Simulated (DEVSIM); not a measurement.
Structure: Ni/TiO2/p-In0.53Ga0.47As capacitor, at 300 K.

Layer 1 from the left is TiO2, thickness (nm) 9.10. Layer 2 from the left is In0.53Ga0.47As, thickness (nm) 4500, Na (cm⁻³) 1.6e16.

Metal gate on the left, work function 5.1 eV. Fixed charge at the semiconductor interface -1.4e11 cm⁻² (in units of +e); no interface traps.

Constants are typed, rounded textbook-type inputs, not results; the design itself was drawn at random and stands for no fabricated device. Values at 300 K.

TiO2: gap (eV) 3.2, affinity (eV) 3.9, permittivity 60. In0.53Ga0.47As: gap (eV) 0.74, affinity (eV) 4.51, permittivity 13.9, Nc (cm⁻³) 2.1e17, Nv (cm⁻³) 7.7e18.

Problem. Estimate by hand the flat-band voltage, the threshold voltage, and compare with a numerical solution.

Solution. 
- Flat-band voltage: C = 5.84 μF/cm², work-function difference 0.010 V; VFB = φms − qNf/C = 0.01 V; numerical 0.01 V.
- Threshold voltage: φF = 0.257 V, depletion charge √(4εqNφF) = 5.69e-8 C/cm²; VT = VFB + 2φF + Qd/C = 0.54 V; numerical 0.54 V.

Simulated with DEVSIM: 1D Poisson equation in equilibrium, Boltzmann statistics, complete ionisation; no quantum confinement or tunnelling. Metal contacts follow the ideal Schottky-Mott rule: no Fermi-level pinning, no interface dipoles.
